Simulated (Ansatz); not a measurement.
Base system: Ru in the hcp (Mg type) structure (space group P6_3/mmc, No. 194; a = 2.7043 Å, c = 4.2629 Å; relaxed with 0.1 eV smearing). Axes: x lies along a and z along c of the hexagonal cell.

All numbers come from r2SCAN/PAW in Ansatz (a quantum-chemistry and plane-wave program), spin-orbit coupling left out.

The change: the cell is scaled by 1.0100 in all directions; the atoms relax in the strained cell.

**Question.** Predict the stress tensor and what it implies for the stiffness.

**Answer.** Stress of the strained cell less that of the base (GPa, compression positive):
```
   -9.2     0.0     0.0
    0.0    -9.2     0.0
    0.0     0.0    -9.8
```

Then B = −ΔP/(ΔV/V₀) with ΔV/V₀ = 0.0303 gives secant stiffness values (nonlinear terms included at this strain): B (at held cell shape, above the free-shape value) ≈ 309 GPa.

As a check, the harmonic strain energy −½ V₀ Δσ:ε is 12 meV/atom; the computed energy rise is 12 meV/atom.

Stability against distortions was not tested. The final runs are not spin-polarised.
